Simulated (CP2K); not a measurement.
Input and output of a self-consistent single point for Ca₃In (Fm-3m, 4 atoms in the cell) (CP2K).

Level of theory: PBEsol, GPW, DZVP-MOLOPT-SR-GTH basis, GTH-PBE potentials (GTH_POTENTIALS) in CP2K 2026.2.

```xyz
4
Lattice="5.7079 0.0000 0.0000 2.8540 4.9432 0.0000 2.8540 1.6477 4.6605" Properties=species:S:1:pos:R:3 pbc="T T T"
Ca     2.8540     1.6477     1.1651
Ca     8.5619     4.9432     3.4954
Ca     5.7079     3.2955     2.3303
In     0.0000     0.0000     0.0000
```

Reference input (self-consistent single point, DFT LDA (Pade form), GPW, DZVP-MOLOPT-SR-GTH basis, GTH-PADE potentials (GTH_POTENTIALS)): CUTOFF = 500 Ry; REL_CUTOFF = 50 Ry; SMEAR/METHOD = FERMI_DIRAC; ELECTRONIC_TEMPERATURE = 1160.45 K; KPOINTS/SCHEME = MONKHORST-PACK 5 5 5; XC_FUNCTIONAL = PADE; Ca/BASIS_SET = DZVP-MOLOPT-SR-GTH; Ca/POTENTIAL = GTH-PADE-q10; In/BASIS_SET = DZVP-MOLOPT-SR-GTH; In/POTENTIAL = GTH-PADE-q13; METHOD = GPW; EPS_DEFAULT = 1e-10. This run's input differs from it in these lines:

```diff
@@ -43,3 +43,6 @@
     &XC
-      &XC_FUNCTIONAL PADE
+      &XC_FUNCTIONAL
+        &PBE
+          PARAMETRIZATION PBESOL
+        &END PBE
       &END XC_FUNCTIONAL
@@ -76,3 +79,3 @@
       BASIS_SET DZVP-MOLOPT-SR-GTH
-      POTENTIAL GTH-PADE-q10
+      POTENTIAL GTH-PBE-q10
     &END KIND
@@ -80,3 +83,3 @@
       BASIS_SET DZVP-MOLOPT-SR-GTH
-      POTENTIAL GTH-PADE-q13
+      POTENTIAL GTH-PBE-q13
     &END KIND
```

Log, with long lists cut:

```
 SCF WAVEFUNCTION OPTIMIZATION

  Step     Update method      Time    Convergence         Total energy    Change
     1 NoMix/Diag. 0.30E+00      -     1.51214519      -166.7433597292 -1.67E+02
     2 Broy./Diag. 0.30E+00      -     0.01350403      -166.2756758675  4.68E-01
     3 Broy./Diag. 0.30E+00      -     0.03849868      -166.1850813372  9.06E-02
     4 Broy./Diag. 0.30E+00      -     0.02088982      -166.1576260512  2.75E-02
     5 Broy./Diag. 0.30E+00      -     0.00449091      -166.1784140632 -2.08E-02
     6 Broy./Diag. 0.30E+00      -     0.00079493      -166.1816490438 -3.23E-03
   [... 3 lines left out ...]
    10 Broy./Diag. 0.30E+00      -     0.00000984      -166.1788715773  1.62E-04
    11 Broy./Diag. 0.30E+00      -     0.00000336      -166.1788172651  5.43E-05
    12 Broy./Diag. 0.30E+00      -     0.00000211      -166.1788322995 -1.50E-05
    13 Broy./Diag. 0.30E+00      -     0.00000009      -166.1788367353 -4.44E-06
  *** SCF run converged in    13 steps ***

  Overlap energy of the core charge distribution:               0.00000000000000
  Self energy of the core charge distribution:               -306.94697444539406
  Core Hamiltonian energy:                                     78.61523317366434
  Hartree energy:                                              84.60377529821025
  Exchange-correlation energy:                                -22.44757879963316
  Electronic entropic energy:                                  -0.00329196192787
  Fermi energy:                                                 0.20585015706433

  Total energy:                                              -166.17883673529829
  Total energy (extrapolated to T->0):                       -166.17719075433436

   [... lines left out ...]

 STRESS| Analytical stress tensor [bar]
 STRESS|                        x                   y                   z
 STRESS|      x       -6.19782751155E+03  -4.33428453539E-02  -3.06441607844E-02
 STRESS|      y       -4.33428453539E-02  -6.19696757289E+03  -1.47574864020E-01
 STRESS|      z       -3.06441607844E-02  -1.47574864020E-01  -6.19683878467E+03
 STRESS| 1/3 Trace                                            -6.19721128970E+03
```

The run converged in 13 iterations. Against the reference run the pressure goes from -2.14 to -0.62 GPa.

The starting cell comes from a database of computed structures (which also holds hypothetical and non-ambient phases and stackings), without a prior relaxation at this level. Values carry the incompleteness of an atom-centred basis. The potentials were made for another functional than the one used.
